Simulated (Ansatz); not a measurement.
**WSi2: energy against strain**

WSi2 (MoSi2 type, I4/mmm, 13.144 Å³/atom at rest, c along z) under a strain ε along c (axis z), the other axes held. LDA in Ansatz, a plane-wave DFT program (PAW, default set), 420 eV, 25×25×25 Γ-centred mesh, Fermi-Dirac smearing 0.10 eV; ions are relaxed within the symmetry of each cell.

Here s stands for strain and y for E less E0.

| strain (%) | E less E0 (meV/atom) |
|---|---|
| -1.50 | 5.35 |
| -1.00 | 2.29 |
| -0.50 | 0.53 |
| 0.00 | 0.00 |
| 0.50 | 0.65 |
| 1.00 | 2.42 |
| 1.50 | 5.25 |
| 3.00 | ? |

Taking a parabola for y over the 7 complete rows: Least squares gives y = 0.000 + 0.0057·s + 2.3552·s². Residuals (row less fit): 0.059, -0.059, -0.056, 0.000, 0.058, 0.059, -0.058; standard error 0.071 (degrees of freedom: 4). Twice the quadratic coefficient over the volume, 2 × 2.3552 meV × 10⁴ × 0.1602 / 13.144 Å³, is the elastic constant C33 = 574 ± 8 GPa.

**Question.** Predict the withheld y at s = 3.00 from the fit, and compare with the calculation.

**Answer.** y = 0.000 + 0.0057 × 3.0 + 2.3552 × 3.0² = 21.214 meV/atom. The calculation gives 19.62 meV/atom, 1.594 meV/atom below the prediction (8.1 % of the range of y in the table). The row lies outside the fitted rows, so this is an extrapolation. From the scatter of the fitted rows alone, a prediction at this place has a standard error of 0.273 meV/atom, so the miss is 5.8 times that.

One order more, fitted to all 13 runs of the series, follows each within 0.01, so the miss is the next term of a smooth law. In a metal these values are sensitive to mesh and smearing; energies are taken to zero smearing, stresses follow the free energy. Rows are the converged runs of the series near zero and its far end; series whose fitted rows scatter by over a few per cent of the range, as at a crossing or softening among them, aren't shown in this form. Most that stay on the fit to the last digits aren't either.
